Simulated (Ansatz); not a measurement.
## BaZrO3, pressure series

The reference is BaZrO₃ in the cubic perovskite structure (space group Pm-3m, No. 221; a = 4.227 Å).

Cell and atoms are relaxed at each pressure.

Levels (all Ansatz, a program for electronic structure, PAW, earlier PAW set): PBE (420 eV, scalar-relativistic without spin-orbit coupling); PBEsol (420 eV, spin-orbit coupling left out).

The base cell above is that of PBE; each level relaxes its own structures.

| case | lattice parameter a, PBE | lattice parameter a, PBEsol |
|---|---|---|
| pressure −2 GPa | 4.247 Å | 4.198 Å |
| pressure −1 GPa | 4.237 Å | 4.189 Å |
| pressure 3 GPa | 4.200 Å | 4.156 Å |
| pressure 7 GPa | 4.168 Å | 4.126 Å |
| pressure 15 GPa | 4.111 Å | 4.074 Å |
| pressure 30 GPa | 4.027 Å | 3.995 Å |
| pressure 50 GPa | 3.941 Å | 3.913 Å |
| pressure 75 GPa | 3.857 Å | 3.833 Å |
| pressure 100 GPa | 3.790 Å | 3.769 Å |

PBE lies above PBEsol in every row, by 0.022 Å to 0.048 Å. They put the cases in the same order.

Load acts through the strain it causes; cell and atoms are relaxed under it. Whether these cells are dynamically stable was not tested. No other phases were tried under pressure.
